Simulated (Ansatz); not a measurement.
## K3GaF6 (Fm-3m, No. 225, 10 atoms in the cell; start COD 2108655; high-temperature phase)

Level of theory: LDA (Ansatz, a program for electronic structure, PAW).

Settings: plane-wave cutoff 520 eV, 8×8×8 k mesh, Fermi–Dirac smearing 0.01 eV, scalar-relativistic PAW data made under PBE.

Cell (relaxed at this level):

```cif
data_F24Ga4K12
_chemical_formula_sum 'Ga4 K12 F24'
_space_group_name_H-M_alt 'Fm-3m'
_space_group_IT_number 225
_space_group_name_Hall '-F 4 2 3'
_cell_length_a 8.50481
_cell_length_b 8.50481
_cell_length_c 8.50481
_cell_angle_alpha 90.000
_cell_angle_beta 90.000
_cell_angle_gamma 90.000
loop_
_atom_site_label
_atom_site_type_symbol
_atom_site_symmetry_multiplicity
_atom_site_Wyckoff_symbol
_atom_site_fract_x
_atom_site_fract_y
_atom_site_fract_z
_atom_site_occupancy
Ga1 Ga 4 b 0.50000 0.50000 0.50000 1
K1 K 4 a 0.00000 0.00000 0.00000 1
K2 K 8 c 0.25000 0.25000 0.25000 1
F1 F 24 e 0.00000 0.00000 0.28010 1
```
(The calculation used a cell of 10 atoms; values per cell refer to that cell.)

For K3GaF6 (Fm-3m, No. 225, 10 atoms in the cell; start COD 2108655; high-temperature phase), the band gap is 6.16 eV (on the SCF k mesh) and the bulk modulus comes out as 52.6 GPa.

Note: the relaxation could not lower the start's symmetry, so the cell can be a saddle point above a distorted one; the bulk modulus is −V dP/dV from two relaxed cells at ±2 % in volume.

Spin–orbit coupling is not included.

Computed values are for the static lattice.

The result took roughly 90 core-seconds.
